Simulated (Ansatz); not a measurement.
## Hf: response to strain

The parent structure is Hf in the hcp (Mg type) structure (space group P6_3/mmc, No. 194; a = 3.159 Å, c = 5.000 Å). Axes: x lies along a and z along c of the hexagonal cell.

Strains are applied to the cell and any free atomic positions relax; under biaxial strain the out-of-plane vector relaxes too.

Calculations: PBEsol (Ansatz, a program for electronic structure), no spin-orbit coupling.

Notes on the quantities. pressure: mean of the normal stresses, compression positive; energy relative to the base: free energy F.

```csv
variant,pressure,energy relative to the base,volume per atom
base,0.0 GPa,0 meV/atom,21.61 Å³
"biaxial strain +0.93 %, plane normal [001], relaxed out of plane",-1.3 GPa,–,21.87 Å³
"biaxial strain +4.07 %, plane normal [001], relaxed out of plane",-5.0 GPa,–,(withheld)
isotropic strain −1.98 %,(withheld),+28 meV/atom,20.35 Å³
isotropic strain +0.74 %,(withheld),(withheld),22.09 Å³
isotropic strain +3.46 %,-9.7 GPa,+76 meV/atom,23.93 Å³
isotropic strain +5.08 %,-13.1 GPa,+158 meV/atom,25.07 Å³
isotropic strain +5.25 %,-13.4 GPa,+168 meV/atom,25.19 Å³
uniaxial strain ε_zz = −5.26 %,7.2 GPa,+42 meV/atom,20.47 Å³
tensor shear ε_xz = −1.12 %,0.0 GPa,+1.8 meV/atom,21.60 Å³
```

### Question
Some entries are withheld; estimate them.

### Answer

- biaxial strain +4.07 %, plane normal [001], relaxed out of plane, volume per atom: 22.75 Å³
- isotropic strain −1.98 %, pressure: 7.5 GPa
- isotropic strain +0.74 %, pressure: -2.4 GPa
- isotropic strain +0.74 %, energy relative to the base: +3.7 meV/atom

Without a gap, meshes like the base's 17×17×9 leave anisotropic stresses uncertain by several tenths of a GPa, and small strain energies with them. No phonon test of stability was made. The final runs are not spin-polarised.
